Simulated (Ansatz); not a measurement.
Start from SiGe in the CsCl type structure (space group Pm-3m, No. 221; a = 3.200 Å; a hypothetical phase, not in the database extracts checked).

Method: Ansatz (an electronic-structure program), PBEsol, PAW, cutoff 420 eV, spin-orbit coupling left out.

One change was made to it. Results:

The shortest interatomic distance drops by 0.067 Å, from 2.771 Å to 2.704 Å; the density goes up by 0.39 g/cm³ (5.11 g/cm³ → 5.50 g/cm³); the band gap stays zero.

Task: Name the change that was made.
A. pressure 1.5 GPa
B. pressure 3 GPa
C. pressure 7.5 GPa
D. pressure −2 GPa

Result: C, pressure 7.5 GPa. For comparison, the shortest interatomic distance in the other runs: pressure −2 GPa gives 2.794 Å; pressure 3 GPa gives 2.741 Å; pressure 1.5 GPa gives 2.756 Å.

Load acts through the strain it causes; cell and atoms are relaxed under it. Stability against distortions was not tested. No other phases were tried under pressure. All final runs are without spin polarisation.
